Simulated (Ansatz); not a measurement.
A computed series for Al: response to strain

Consider Al in the fcc (Cu type) structure (space group Fm-3m, No. 225; a = 3.9937 Å; relaxed with 0.1 eV smearing). Axes: x, y, z lie along the cube axes.

Strains are applied to the cell and any free atomic positions relax; under biaxial strain the out-of-plane vector relaxes too.

Level of theory: r2SCAN in Ansatz (plane waves to 500 eV, PAW, spin-orbit coupling left out).

Notes on the quantities. in-plane stress: mean in-plane stress (compression positive).

```tsv
case	ratio −ε⊥/ε∥	shortest interatomic distance	in-plane stress
base	–	2.824 Å	–
biaxial strain −2.50 %, plane normal [111], relaxed out of plane	0.82	2.753 Å	+5.0 GPa
biaxial strain −2.08 %, plane normal [111], relaxed out of plane	0.84	2.765 Å	+4.0 GPa
biaxial strain −1.67 %, plane normal [111], relaxed out of plane	0.86	2.777 Å	+3.0 GPa
biaxial strain −1.25 %, plane normal [111], relaxed out of plane	0.88	2.789 Å	+2.2 GPa
biaxial strain −0.83 %, plane normal [111], relaxed out of plane	0.89	2.801 Å	+1.4 GPa
biaxial strain −0.42 %, plane normal [111], relaxed out of plane	–	2.812 Å	+0.7 GPa
```

Whether these cells are dynamically stable was not tested.

Ansatz is an electronic-structure program.
